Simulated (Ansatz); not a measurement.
The starting structures come from a database of crystals and need not be the phases stable at ambient conditions.

The decay constant κ of evanescent states in the gap governs leakage through a thin film.

Input:

```yaml
crystal:
  lattice:
    - [8.45346, 0.00000, 0.00000]
    - [0.00000, 9.38516, 0.00000]
    - [4.22673, 0.00000, 2.44030]
  atoms:
    - { symbol: Ba, position: [0.00000, 0.50000, 0.00000] }
    - { symbol: Ba, position: [0.00000, 0.00000, 0.00000] }
    - { symbol: Al, position: [0.33333, 0.75000, 0.00000] }
    - { symbol: Al, position: [0.66667, 0.25000, 0.00000] }
    - { symbol: B, position: [0.66667, 0.75000, 0.00000] }
    - { symbol: B, position: [0.33333, 0.25000, 0.00000] }
    - { symbol: O, position: [0.61699, 0.25000, 0.43801] }
    - { symbol: O, position: [0.32801, 0.25000, 0.28898] }
    - { symbol: O, position: [0.05500, 0.25000, 0.27301] }
    - { symbol: O, position: [0.94500, 0.75000, 0.43801] }
    - { symbol: O, position: [0.38301, 0.75000, 0.28898] }
    - { symbol: O, position: [0.67199, 0.75000, 0.27301] }
    - { symbol: F, position: [0.33333, 0.55399, 0.00000] }
    - { symbol: F, position: [0.33333, 0.94601, 0.00000] }
    - { symbol: F, position: [0.66667, 0.05399, 0.00000] }
    - { symbol: F, position: [0.66667, 0.44601, 0.00000] }
```

Space group of this cell: P-62c. The cell is taken as given.

Transport runs along the normal of the first two printed cell vectors, the (110) plane of the conventional cell.

The gap is the functional's own, uncorrected, and κ follows it; spin-orbit coupling is left out. Mid-gap values are interpolated between the computed energies.

**Question.** Predict the band gap and the smallest decay constant κ at mid-gap from PBEsol run with Ansatz (a first-principles code).

**Answer.** Gap 6.26 eV on a 12×4×12 mesh; κ = 0.449 1/Å, at the zone centre.
